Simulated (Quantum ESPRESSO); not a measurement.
A self-consistent single point of ZrAlFe₄ (F-43m, 6 atoms in the cell) with Quantum ESPRESSO.

Computed with PBEsol, PSlibrary PAW (PBE) pseudopotentials (plane waves; Quantum ESPRESSO).

```
ZrAlFe4
1.0
    0.00000     3.43385     3.43385
    3.43385     0.00000     3.43385
    3.43385     3.43385     0.00000
Zr Al Fe
1 1 4
Direct
  0.50000   0.50000   0.50000
  0.25000   0.25000   0.25000
  0.87583   0.87583   0.87583
  0.37251   0.87583   0.87583
  0.87583   0.87583   0.37251
  0.87583   0.37251   0.87583
```
Moments meant for the start (each program seeds them in its own way; μB, in the order of the atoms Zr Al Fe Fe Fe Fe): 1.0 0.0 4.0 4.0 4.0 4.0.

Reference input (self-consistent single point, DFT, PBEsol, plane waves, PSlibrary PAW (PBE) pseudopotentials): ecutwfc = 55 Ry; ecutrho = 330 Ry; occupations = smearing; smearing = cold; degauss = 0.0073499 Ry; nspin = 2; input_dft = pbesol; K_POINTS = automatic 5 5 5 0 0 0; conv_thr = 1e-09 Ry; mixing_beta = 0.3. This run's input differs from it in these lines:

```diff
@@ -13,4 +13,4 @@
    ntyp = 3
-   ecutwfc = 55
-   ecutrho = 330
+   ecutwfc = 38
+   ecutrho = 228
    occupations = 'smearing'
```

Output (repeated stretches shortened):

```
     Self-consistent Calculation

     iteration #  1     ecut=    38.00 Ry     beta= 0.30

---- Real-time Memory Report at c_bands before calling an iterative solver
           155 MiB given to the printing process from OS
            63 MiB allocation reported by mallinfo(arena+hblkhd)
------------------

     Threshold (ethr) on eigenvalues was too large:
     Diagonalizing with lowered threshold

---- Real-time Memory Report at c_bands before calling an iterative solver
           185 MiB given to the printing process from OS
            72 MiB allocation reported by mallinfo(arena+hblkhd)
------------------

   [... lines left out ...]

---- Real-time Memory Report at c_bands before calling an iterative solver
           197 MiB given to the printing process from OS
            82 MiB allocation reported by mallinfo(arena+hblkhd)
------------------

     Magnetic moment per site  (integrated on atomic sphere of radius R)
     atom   1 (R=0.242)  charge=  9.6514  magn= -0.3551
     atom   2 (R=0.242)  charge=  1.6913  magn= -0.0970
     atom   3 (R=0.205)  charge=  6.3740  magn=  1.7698
     atom   4 (R=0.205)  charge=  6.3740  magn=  1.7698
     atom   5 (R=0.205)  charge=  6.3740  magn=  1.7698
     atom   6 (R=0.205)  charge=  6.3740  magn=  1.7698
     End of self-consistent calculation

     the Fermi energy is    12.9444 ev

!    total energy              =    -899.58904353 Ry
     estimated scf accuracy    <          6.7E-10 Ry
     smearing contrib. (-TS)   =       0.00045258 Ry
     internal energy E=F+TS    =    -899.58949610 Ry

      -> PAW hartree energy AE =     228.33869160 Ry
      -> PAW hartree energy PS =    -227.78690976 Ry
      -> PAW xc energy AE      =    -695.54179917 Ry
      -> PAW xc energy PS      =     139.48580168 Ry
      -> total E_H with PAW    =      58.77594868 Ry
      -> total E_XC with PAW   =    -698.55052110 Ry

     total magnetization       =     6.34 Bohr mag/cell
     absolute magnetization    =     8.02 Bohr mag/cell

     convergence has been achieved in  21 iterations

     Forces acting on atoms (cartesian axes, Ry/au):

   [... lines left out ...]

     Total force =     0.002590     Total SCF correction =     0.000009

          total   stress  (Ry/bohr**3)                   (kbar)     P=      -89.37
  -0.00060751  -0.00000000   0.00000000          -89.37       -0.00        0.00
  -0.00000000  -0.00060751  -0.00000000           -0.00      -89.37       -0.00
   0.00000000   0.00000000  -0.00060751            0.00        0.00      -89.37

   JOB DONE.
```

The run converged in 21 iterations. Against the reference run the free energy goes up by 36.3 meV/atom, the pressure goes from -8.46 to -8.94 GPa, the largest force moves little (0.037 to 0.033 eV/Å) and the size of the net moment stays at 1.06 μB/atom.

The starting cell comes from a database of computed structures (which also holds hypothetical and non-ambient phases and stackings), without a prior relaxation at this level. The magnetic order is the one reached from the typed start; others were not searched systematically. At the lowered cutoff the pressure carries the error of an incomplete plane-wave basis.

Cost on one core of a shared machine: roughly 3 min.
